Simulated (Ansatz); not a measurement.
A computed series for TaSi2: element substitutions

The parent structure is TaSi₂ (space group P6_222, No. 180; a = 4.7588 Å, c = 6.5606 Å).

Each row replaces one element on all its sites; cell and atoms are relaxed.

The values are results of PBEsol in Ansatz (plane waves to 420 eV, PAW, no spin-orbit coupling), not measurements.

| variant | volume per atom | c/a ratio |
|---|---|---|
| base | 14.30 Å³ | 1.379 |
| Si → Pb | 22.54 Å³ | 1.360 |
| Ta → Nb | … | 1.379 |
| Si → As | 16.39 Å³ | 1.504 |

Q: Complete the table.

A: 
- Ta → Nb, volume per atom: 14.38 Å³

Whether these cells are dynamically stable was not tested. As relaxed here, TaPb2 and TaAs2 are hypothetical phases, not in the database extracts checked. All final runs are without spin polarisation. An odd electron count without spin: TaPb2, TaSi2, NbSi2 and TaAs2. TaPb2 and TaAs2 have a high density of states at the Fermi level and may be magnetic at this level.

Ansatz is a quantum-chemistry and plane-wave program.
